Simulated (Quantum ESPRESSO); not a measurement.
Quantum ESPRESSO run on CaCdPt (Pnma, 12 atoms in the cell): self-consistent single point.

Method: PBEsol, GBRV 1.5 ultrasoft (PBESOL) pseudopotentials (plane waves; Quantum ESPRESSO).

```
CELL_PARAMETERS angstrom
      7.15859     0.00000     0.00000
      0.00000     4.25149     0.00000
      0.00000     0.00000     8.43342
ATOMIC_POSITIONS crystal
  Ca 0.03487 0.25000 0.32305
  Ca 0.96513 0.75000 0.67695
  Ca 0.46513 0.75000 0.82305
  Ca 0.53487 0.25000 0.17695
  Cd 0.14281 0.25000 0.93714
  Cd 0.85719 0.75000 0.06286
  Cd 0.35719 0.75000 0.43714
  Cd 0.64281 0.25000 0.56286
  Pt 0.25864 0.25000 0.62849
  Pt 0.74136 0.75000 0.37151
  Pt 0.24136 0.75000 0.12849
  Pt 0.75864 0.25000 0.87151
```

Reference input (self-consistent single point, DFT, PBEsol, plane waves, GBRV 1.5 ultrasoft (PBESOL) pseudopotentials): ecutwfc = 40 Ry; ecutrho = 320 Ry; occupations = smearing; smearing = cold; degauss = 0.0073499 Ry; potentials = {Ca: ca_pbesol_v1.uspp.F.UPF, Cd: cd_pbesol_v1.uspp.F.UPF, Pt: pt_pbesol_v1.4.uspp.F.UPF}; K_POINTS = automatic 4 7 3 0 0 0; conv_thr = 1e-11 Ry. This run's input differs from it in these lines:

```diff
@@ -13,4 +13,4 @@
    ntyp = 3
-   ecutwfc = 40
-   ecutrho = 320
+   ecutwfc = 16
+   ecutrho = 128
    occupations = 'smearing'
```

Output (repeated stretches shortened):

```
     Self-consistent Calculation

     iteration #  1     ecut=    16.00 Ry     beta= 0.70

---- Real-time Memory Report at c_bands before calling an iterative solver
           183 MiB given to the printing process from OS
           107 MiB allocation reported by mallinfo(arena+hblkhd)
------------------

     negative rho (up, down):  6.863E-01 0.000E+00

     total energy              =   -1572.90651201 Ry
     estimated scf accuracy    <      24.51908425 Ry

     iteration #  2     ecut=    16.00 Ry     beta= 0.70

---- Real-time Memory Report at c_bands before calling an iterative solver
   [... lines left out ...]
           270 MiB given to the printing process from OS
           126 MiB allocation reported by mallinfo(arena+hblkhd)
------------------

     negative rho (up, down):  7.805E-01 0.000E+00

     total energy              =   -1588.64140886 Ry
     estimated scf accuracy    <          1.7E-11 Ry

     iteration # 16     ecut=    16.00 Ry     beta= 0.70

---- Real-time Memory Report at c_bands before calling an iterative solver
           270 MiB given to the printing process from OS
           126 MiB allocation reported by mallinfo(arena+hblkhd)
------------------

     negative rho (up, down):  7.805E-01 0.000E+00
     End of self-consistent calculation

     the Fermi energy is    12.4885 ev

!    total energy              =   -1588.64140886 Ry
     estimated scf accuracy    <          9.4E-13 Ry
     smearing contrib. (-TS)   =      -0.00025754 Ry
     internal energy E=F+TS    =   -1588.64115132 Ry

     convergence has been achieved in  16 iterations

     negative rho (up, down):  7.805E-01 0.000E+00

     Forces acting on atoms (cartesian axes, Ry/au):

     atom    1 type  1   force =     0.00340815    0.00000000   -0.00303274
     atom    2 type  1   force =    -0.00340815   -0.00000000    0.00303274
     atom    3 type  1   force =    -0.00340815    0.00000000   -0.00303274
     atom    4 type  1   force =     0.00340815    0.00000000    0.00303274
     atom    5 type  2   force =     0.00740397    0.00000000   -0.00455757
   [... lines left out ...]
     Total force =     0.032064     Total SCF correction =     0.000001
   [... lines left out ...]

     negative rho (up, down):  7.805E-01 0.000E+00
          total   stress  (Ry/bohr**3)                   (kbar)     P=    -3914.15
  -0.02654086   0.00000000   0.00000000        -3904.30        0.00        0.00
   0.00000000  -0.02663489   0.00000000            0.00    -3918.13        0.00
   0.00000000   0.00000000  -0.02664786            0.00        0.00    -3920.04

   JOB DONE.
```

The run converged in 16 iterations. Against the reference run the free energy goes up by 13.0 eV/atom, the pressure goes from 0.13 to -391.4 GPa and the largest force goes from 0.027 to 0.326 eV/Å.

The starting cell comes from a database of computed structures (which also holds hypothetical and non-ambient phases and stackings), without a prior relaxation at this level. Its lattice was rescaled by a random factor within 2.5 % of one. Spin polarisation is off. At the lowered cutoff the pressure carries the error of an incomplete plane-wave basis.

Cost on one core of a shared machine: roughly 3 min.
